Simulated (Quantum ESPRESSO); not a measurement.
The steps of a band-structure calculation for Ba (Im-3m, 1 atom in the cell) with Quantum ESPRESSO.

Computed with LDA (PZ), GBRV 1.5 ultrasoft (LDA) pseudopotentials (plane waves; Quantum ESPRESSO).

Step 1 (scf):

```fortran
&control
    calculation = 'scf'
    outdir = './work'
    pseudo_dir = './'
    tprnfor = .true.
    tstress = .true.
/
&system
    ibrav = 0
    nat = 1
    ntyp = 1
    ecutwfc = 40
    ecutrho = 200
    occupations = 'smearing'
    smearing = 'fd'
    degauss = 0.0099958
/
&electrons
    conv_thr = 1.0d-8
    mixing_beta = 0.7
/
ATOMIC_SPECIES
Ba   137.3270  ba_lda_v1.uspp.F.UPF
CELL_PARAMETERS bohr
  -4.632695720     4.632695720     4.632695720
   4.632695720    -4.632695720     4.632695720
   4.632695720     4.632695720    -4.632695720
ATOMIC_POSITIONS crystal
Ba    0.000000000    0.000000000    0.000000000
K_POINTS automatic
8 8 8  0 0 0
```

Step 2 (bands):

```fortran
&control
    calculation = 'bands'
    outdir = './work'
    pseudo_dir = './'
    verbosity = 'high'
/
&system
    ibrav = 0
    nat = 1
    ntyp = 1
    ecutwfc = 40
    ecutrho = 200
    occupations = 'smearing'
    smearing = 'fd'
    degauss = 0.0099958
    nbnd = 11
/
&electrons
    conv_thr = 1.0d-8
    startingwfc = 'random'
    diago_thr_init = 1.0d-6
    diagonalization = 'cg'
/
ATOMIC_SPECIES
Ba   137.3270  ba_lda_v1.uspp.F.UPF
CELL_PARAMETERS bohr
  -4.632695720     4.632695720     4.632695720
   4.632695720    -4.632695720     4.632695720
   4.632695720     4.632695720    -4.632695720
ATOMIC_POSITIONS crystal
Ba    0.000000000    0.000000000    0.000000000
K_POINTS crystal_b
8
  0.00000000   0.00000000   0.00000000  13  ! G
  0.50000000  -0.50000000   0.50000000   9  ! H
  0.00000000   0.00000000   0.50000000   9  ! N
  0.00000000   0.00000000   0.00000000  11  ! G
  0.25000000   0.25000000   0.25000000  11  ! P
  0.50000000  -0.50000000   0.50000000   1  ! H
  0.25000000   0.25000000   0.25000000   6  ! P
  0.00000000   0.00000000   0.50000000   1  ! N
```

Step 3 (bands.x):

```fortran
&bands
    outdir = './work'
    filband = 'bands.dat'
    lsym = .false.
/
```

Output of bands (abridged):

```
     Atomic positions and unit cell read from directory:
     ./work/pwscf.save/

     Message from routine setup:
     using ibrav=0 with symmetry is DISCOURAGED, use correct ibrav instead
     G-vector sticks info
     --------------------
     sticks:   dense  smooth     PW     G-vecs:    dense   smooth      PW
     Sum         969     773    233                19069    13571    2315

     bravais-lattice index     =            0
   [... lines left out ...]
     unit-cell volume          =     397.7052 (a.u.)^3
   [... lines left out ...]
         1        Ba     tau(   1) = (  0.0000000  0.0000000  0.0000000  )

     number of k points=    61  Fermi-Dirac smearing, width (Ry)=  0.0100
                       cart. coord. in units 2pi/alat
        k(    1) = (   0.0000000   0.0000000   0.0000000), wk =   0.0327869
        k(    2) = (   0.0000000   0.0666173   0.0000000), wk =   0.0327869
        k(    3) = (   0.0000000   0.1332347   0.0000000), wk =   0.0327869
   [... 58 lines left out ...]

     Dense  grid:    19069 G-vectors     FFT dimensions: (  40,  40,  40)

     Smooth grid:    13571 G-vectors     FFT dimensions: (  36,  36,  36)

     The potential is recalculated from file :
     ./work/pwscf.save/charge-density

     negative rho (up, down):  9.260E-02 0.000E+00

     Band Structure Calculation
     CG style diagonalization

     ethr =  1.00E-06,  avg # of iterations = 22.4

     End of band structure calculation

          k = 0.0000 0.0000 0.0000 (  1721 PWs)   bands (ev):

   -22.6248  -7.4652  -7.4652  -7.4652   3.3790   8.0215   8.0215   8.0215
     9.5728   9.5728  11.3145

          k = 0.0000 0.0666 0.0000 (  1705 PWs)   bands (ev):

   -22.6231  -7.4781  -7.4708  -7.4708   3.4403   7.9990   7.9990   8.0487
     9.3909   9.6146  11.3881

   [... 59 blocks of this kind left out ...]
```

Output of bands.x (abridged):

```
     Reading xml data from directory:

     ./work/pwscf.save/

     G-vector sticks info
     --------------------
     sticks:   dense  smooth     PW     G-vecs:    dense   smooth      PW
     Sum         969     773    233                19069    13571    2315

     negative rho (up, down):  9.260E-02 0.000E+00
     Reading collected, re-writing distributed wavefunctions
     high-symmetry point:  0.0000 0.0000 0.0000   x coordinate   0.0000
     high-symmetry point:  0.0000 0.8660 0.0000   x coordinate   0.8660
     high-symmetry point:  0.4330 0.4330 0.0000   x coordinate   1.4784
     high-symmetry point:  0.0000 0.0000 0.0000   x coordinate   2.0908
     high-symmetry point:  0.4330 0.4330 0.4330   x coordinate   2.8408
     high-symmetry point:  0.0000 0.8660 0.0000   x coordinate   3.5908
     high-symmetry point:  0.4330 0.4330 0.4330   x coordinate   3.5908
     high-symmetry point:  0.4330 0.4330 0.0000   x coordinate   4.0238

     Plottable bands (eV) written to file bands.dat.gnu
     Bands written to file bands.dat

   JOB DONE.
```

The starting cell has typed, rounded lattice constants, without a prior relaxation at this level. Its lattice was rescaled by a random factor within 2.5 % of one.
